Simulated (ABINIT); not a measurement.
## Cost against accuracy: ngkpt for B2O3 (Cmc2_1, 10 atoms in the cell)

Cell: a = 4.5398 Å, b = 4.5398 Å, c = 4.1334 Å, α = 90.00°, β = 90.00°, γ = 61.15°.

Method of the run: LDA (PW92), PAW (JTH v2.0 LDA PAW) (plane waves; ABINIT 10.0.3).

Base settings: pseudos = [B.LDA_PW-JTH.xml, O.LDA_PW-JTH.xml]; ecut = 24 Ha; pawecutdg = 48 Ha; pawxcdev = 0; occopt = 1; ngkpt = 4 4 4; nshiftk = 1; shiftk = 0 0 0; potentials = JTH v2.0 LDA PAW; nband = 27.

Misses are taken against the tightest run, 7 7 7, which need not be fully converged itself. The energy is the free energy per atom.

The count of work is k-points × plane waves × bands × iterations; it is no time, and leaves out set-up, grids and terms that scale otherwise. Core times come from one kind of shared machine and are given to one figure; runs under 30 s give none.

The starting cell comes from a database of computed structures (which also holds hypothetical and non-ambient phases and stackings), without a prior relaxation at this level. In the base run, with a pressure of about -7 GPa the cell is away from its equilibrium volume at this level.

The runs (ngkpt): 1 1 1 | 2 2 2 | 3 3 3 | 4 4 4 | 5 5 5 | 7 7 7.

**Question.** Which is the coarsest setting among those run that, with all tighter ones, holds the energy within 10 meV/atom of the reference, and what does it save?

**Answer.** 2 2 2, off by 1.9 meV/atom; it needs 0.044 of the reference's count of work.

**Question.** Which is the coarsest setting among those run that, with all tighter ones, holds the energy within 1 meV/atom of the reference, and what does it save?

**Answer.** 3 3 3, off by 0.07 meV/atom; it needs 0.12 of the reference's count of work and about 0.1 of the reference's time.

**Question.** For at most 0.05 times the reference's count of work, which run misses the energy least?

**Answer.** 2 2 2, with a miss of 1.9 meV/atom at a count of 0.044.

**Question.** What does the step from 1 1 1 to 2 2 2 buy?

**Answer.** It takes the miss in the energy from 170 to 1.9 meV/atom, for 5.3 times the count of work.

| ngkpt | energy less reference (meV/atom) | pressure less reference (GPa) | largest difference in the force on any atom (eV/Å) | count of work / reference | core time / reference (rough) |
|---|---|---|---|---|---|
| 1 1 1 | 171.59 | 0.59 | 1.778 | 0.0084 | – |
| 2 2 2 | 1.94 | -0.06 | 0.043 | 0.044 | – |
| 3 3 3 | 0.07 | 0.00 | 0.001 | 0.12 | 0.1 |
| 4 4 4 | -0.01 | 0.00 | 0.000 | 0.33 | 0.2 |
| 5 5 5 | 0.01 | 0.00 | 0.000 | 0.42 | 0.4 |
| 7 7 7 | 0.00 | 0.00 | 0.000 | 1.0 | 1 |
